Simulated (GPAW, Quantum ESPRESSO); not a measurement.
A GPAW input for a self-consistent single point of Te₂Mo (P-6m2, 3 atoms in the cell) (DFT LDA (Perdew-Wang 92), plane waves, GPAW PAW datasets LDA (gpaw-data 1.0.1)):

```python
from ase import Atoms
from ase.units import GPa
from gpaw import GPAW

atoms = Atoms(['Te', 'Te', 'Mo'],
              cell=[[3.446808, 0.000000, 0.000000],
                    [-1.723404, 2.985024, 0.000000],
                    [0.000000, 0.000000, 16.965779]],
              scaled_positions=[[0.333333, 0.666667, 0.897860],
                                [0.333333, 0.666667, 0.102140],
                                [0.000000, 0.000000, 0.000000]],
              pbc=True)

calc = GPAW(mode={'name': 'pw', 'ecut': 550},
            xc='LDA',
            kpts={'size': (6, 6, 1), 'gamma': True},
            occupations={'name': 'fermi-dirac', 'width': 0.0},
            nbands=-8,
            convergence={'density': 1e-05, 'energy': 1e-05, 'bands': -6},
            symmetry={'symmorphic': False, 'tolerance': 0.0005},
            maxiter=120,
            txt='-')

atoms.calc = calc

energy = atoms.get_potential_energy()
print('Energy (eV):', round(energy, 6))
forces = atoms.get_forces()
print('Forces (eV/Ang):')
print(forces.round(5))
stress = atoms.get_stress()
print('Stress (GPa, Voigt):', (stress / GPa).round(4))
```

**Question.** Translate this input to Quantum ESPRESSO.

**Answer.** This is the input that was run; spellings and numerical settings could be chosen otherwise.

```fortran
&control
  calculation = 'scf',
  prefix = 'te2mo',
  outdir = './tmp/',
  pseudo_dir = './',
  tprnfor = .true.,
  tstress = .true.,
/
&system
  ibrav = 4,
  celldm(1) = 6.5135238988,
  celldm(3) = 4.922170594422,
  nat = 3,
  ntyp = 2,
  ecutwfc = 85,
  occupations = 'fixed',
  nbnd = 29,
/
&electrons
  conv_thr = 1.0d-10,
  mixing_beta = 0.5,
/
ATOMIC_SPECIES
Te   127.6000  Te.upf
Mo    95.9500  Mo.upf
ATOMIC_POSITIONS angstrom
Te    0.0000000000    1.9900157633   15.2328943329
Te    0.0000000000    1.9900157633    1.7328846671
Mo    0.0000000000    0.0000000000    0.0000000000
K_POINTS automatic
6 6 1  0 0 0
```

Basis, cutoffs, solver keys and any potentials are the target program's own. This input uses DFT, LDA (PW92), plane waves, PseudoDojo standard norm-conserving (LDA) pseudopotentials. LDA parametrisations can differ slightly between programs.

The starting cell comes from a database of computed structures (which also holds hypothetical and non-ambient phases and stackings), without a prior relaxation at this level. Its lattice was rescaled by a random factor within 2.5 % of one. For this run, on top of that: lattice scaled by 0.98.
